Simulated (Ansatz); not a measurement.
Subject: the formation energy of the neutral V_C in WC (P-6m2). Reaction: 27 WC (P-6m2) → cell A + C (graphite).

Cell A: a supercell of 54 sites of WC (P-6m2) with one empty C site amid 6 W; spin state with PBE: run without spin, k-point mesh 3×3×3.
```yaml
crystal:
  lattice:
    - [8.70669, 0.00000, 0.00000]
    - [-4.35334, 7.54021, 0.00000]
    - [0.00000, 0.00000, 8.49750]
  atoms:
    - { symbol: W, position: [0.99980, 0.00020, 0.00000] }
    - { symbol: C, position: [0.22178, 0.11146, 0.16699] }
    - { symbol: W, position: [0.00005, 0.99995, 0.33368] }
    - { symbol: C, position: [0.22443, 0.11399, 0.50000] }
    - { symbol: W, position: [0.00005, 0.99995, 0.66632] }
    - { symbol: C, position: [0.22178, 0.11146, 0.83301] }
    - { symbol: W, position: [0.99980, 0.33294, 0.00000] }
    - { symbol: C, position: [0.22178, 0.44365, 0.16699] }
    - { symbol: W, position: [0.00005, 0.33344, 0.33368] }
    - { symbol: C, position: [0.22443, 0.44377, 0.50000] }
    - { symbol: W, position: [0.00005, 0.33344, 0.66632] }
    - { symbol: C, position: [0.22178, 0.44365, 0.83301] }
    - { symbol: W, position: [0.99985, 0.66659, 0.00000] }
    - { symbol: C, position: [0.22222, 0.77778, 0.16661] }
    - { symbol: W, position: [0.99903, 0.66618, 0.33346] }
    - { symbol: C, position: [0.22222, 0.77778, 0.50000] }
    - { symbol: W, position: [0.99903, 0.66618, 0.66654] }
    - { symbol: C, position: [0.22222, 0.77778, 0.83339] }
    - { symbol: W, position: [0.33341, 0.00015, 0.00000] }
    - { symbol: C, position: [0.55635, 0.11146, 0.16699] }
    - { symbol: W, position: [0.33382, 0.00097, 0.33346] }
    - { symbol: C, position: [0.55623, 0.11399, 0.50000] }
    - { symbol: W, position: [0.33382, 0.00097, 0.66654] }
    - { symbol: C, position: [0.55635, 0.11146, 0.83301] }
    - { symbol: W, position: [0.33375, 0.33354, 0.00000] }
    - { symbol: C, position: [0.55556, 0.44444, 0.16767] }
    - { symbol: W, position: [0.33351, 0.33342, 0.33106] }
    - { symbol: W, position: [0.33351, 0.33342, 0.66894] }
    - { symbol: C, position: [0.55556, 0.44444, 0.83233] }
    - { symbol: W, position: [0.33341, 0.66659, 0.00000] }
    - { symbol: C, position: [0.55635, 0.77822, 0.16699] }
    - { symbol: W, position: [0.33382, 0.66618, 0.33346] }
    - { symbol: C, position: [0.55623, 0.77557, 0.50000] }
    - { symbol: W, position: [0.33382, 0.66618, 0.66654] }
    - { symbol: C, position: [0.55635, 0.77822, 0.83301] }
    - { symbol: W, position: [0.66706, 0.00020, 0.00000] }
    - { symbol: C, position: [0.88889, 0.11111, 0.16678] }
    - { symbol: W, position: [0.66656, 0.99995, 0.33368] }
    - { symbol: C, position: [0.88889, 0.11111, 0.50000] }
    - { symbol: W, position: [0.66656, 0.99995, 0.66632] }
    - { symbol: C, position: [0.88889, 0.11111, 0.83322] }
    - { symbol: W, position: [0.66646, 0.33354, 0.00000] }
    - { symbol: C, position: [0.88854, 0.44365, 0.16699] }
    - { symbol: W, position: [0.66658, 0.33342, 0.33106] }
    - { symbol: C, position: [0.88601, 0.44377, 0.50000] }
    - { symbol: W, position: [0.66658, 0.33342, 0.66894] }
    - { symbol: C, position: [0.88854, 0.44365, 0.83301] }
    - { symbol: W, position: [0.66646, 0.66625, 0.00000] }
    - { symbol: C, position: [0.88854, 0.77822, 0.16699] }
    - { symbol: W, position: [0.66658, 0.66649, 0.33106] }
    - { symbol: C, position: [0.88601, 0.77557, 0.50000] }
    - { symbol: W, position: [0.66658, 0.66649, 0.66894] }
    - { symbol: C, position: [0.88854, 0.77822, 0.83301] }
```

Reference: C (graphite, P6₃/mmc), 4 atoms in the cell, k-point mesh 18×18×6 on the run's own vectors. Conventional cell: a = b = 2.465 Å, c = 6.742 Å, α = β = 90.00°, γ = 120.00°.

Reference: WC (P-6m2), 54 atoms in the cell, the relaxed perfect crystal repeated, atoms not moved again; spin state with PBE: run without spin, k-point mesh 3×3×3 on the run's own vectors.

Plane-wave PAW calculations with Ansatz (a program for electronic structure), its default PAW set, cutoff 420 eV, 500 eV for r2SCAN. The structures are at rest with PBE+D3(BJ), within the held lattices; other levels are single points on them. Neutral cells; Fermi-Dirac smearing of at most 0.05 eV in the solids, energies taken to zero width. The lattices are those relaxed with PBE+D3(BJ), so at other levels the solids can be strained, which adds to the spread. Larger cells are relaxed from a start prepared with the learned potential CHGNet, on a coarser mesh till forces fall under 0.03 eV/Å, which some starts already meet. A dispersion term (D3(BJ), or D4 for r2SCAN) was computed beside these levels and is taken off wherever the name lacks it. The PAW files were made for PBE and serve at the other functionals too. Space groups of crystals are read within 0.01 Å. No zero-point or thermal terms. Cells are local rest points, mostly with their start's symmetry. The runs are scalar-relativistic, without spin-orbit coupling. No correction for cell size. Mesh and cell size may move defect energies by 0.1 eV or more. The value holds for the reservoirs listed; other chemical potentials shift it. Cell A has symmetry P-6m2 within 0.02 Å and got no random move, so less symmetric positions, which may lie lower, weren't tried.

### Question
What is the computed value (r2SCAN)?

### Answer
2.61 eV, for 27 WC (P-6m2) → cell A + C (graphite).

### Question
List the value at the remaining levels and say how far they part.

### Answer
```tsv
Level	value (eV)	less r2SCAN
PBE	2.33	-0.28
r2SCAN+D4	2.71	0.10
```

The levels shown span 0.38 eV, from PBE (2.33) to r2SCAN+D4 (2.71).
